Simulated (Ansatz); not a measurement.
Consider interstitial H in zinc-blende BP, charge state +1. The step: a concerted move, in which H travels most (a rearrangement that moves the defect's centre by under 1 Å); the atom moves 0.87 Å along (0.00, -0.14, 0.13) of the unit cell; the moving atom starts with neighbours B at 1.29; P at 1.50, P at 2.15 Å and ends with B at 1.29; P at 1.49, P at 2.16 Å. DFT values are from Ansatz (plane-wave PAW, 420 eV unless said) in a cell of 64 host sites, spin-restricted, static, with no finite-size correction. The charge state is imposed; whether it is stable for some Fermi level was not computed. Sites that were not tried may lie lower. For the PBE band: the saddle point's order was not checked, and it lies on a symmetry element of the cell, where a band can be held.

| Level | Forward barrier (eV) | Cost of the band or of the saddle's single point |
|---|---|---|
| CHGNet universal potential (has no charge state), its own band | 0.43 | - |
| PBE, a 2×2×2 k-point mesh shifted by half a step, band relaxed | 0.10 | around 20 core-minutes (rough) |
| PBE, a 3×3×3 k-point mesh shifted by half a step, same geometries | 0.10 | around 2.5 core-minutes (rough) |
| r2SCAN at 500 eV, a 2×2×2 k-point mesh shifted by half a step, same geometries | 0.16 | very roughly 120 core-seconds |

Ansatz is a program for electronic structure.
